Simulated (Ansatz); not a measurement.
# Electron-phonon data for TiRu (Pm-3m)

```xyz
2
Lattice="3.0460 0.0000 0.0000 0.0000 3.0460 0.0000 0.0000 0.0000 3.0460" Properties=species:S:1:pos:R:3 pbc="T T T"
Ti     0.0000     0.0000     0.0000
Ru     1.5230     1.5230     1.5230
```

The numbers are results of PBEsol, DFPT electron-phonon coupling, linearised Boltzmann equation (plane waves, PAW, scalar-relativistic; Ansatz, a first-principles code), not measurements. Geometry: relaxed with this functional, without spin-orbit coupling.

The resistivity at 300 K comes out as 5.2 μΩ·cm and the resistivity at 77 K is 0.39 μΩ·cm. The electron mean free path at 300 K (weighted by the current that each state carries) is 34 nm and the electron-phonon coupling λ is 0.139. The transport coupling λ_tr is 0.131, the logarithmic mean phonon energy is 27 meV and the density of states at the Fermi level is 0.25 states/(eV·spin·cell). The drude plasma energy comes out as 4.9 eV and the Hall coefficient at 300 K comes out as 77 ×10⁻¹¹ m³/C. The Tc for μ* = 0.10 (anisotropic Eliashberg) is below 1 K and the Tc for μ* = 0.13 (anisotropic Eliashberg) is below 1 K.

A metal at this level (no band gap). Only scattering by harmonic phonons is included (no impurities, grain boundaries, electron-electron scattering or thermal expansion). Spin-orbit coupling is left out. Halving the electron mesh (28x28x28) moves the resistivity by up to 5 % at 300 K, the mean free path by up to 3 %, the coupling by up to 1 %. Smearing 0.20 eV; phonons on a 5x5x5 q mesh, which this run doesn't test and which matters most at low temperature. Tc comes from the anisotropic Migdal-Eliashberg equations with μ*, a chosen number, referred to 29 meV.

Formula and space group known from diffraction (Crystallography Open Database), not checked to be the room-temperature form: TiRu (Pm-3m).
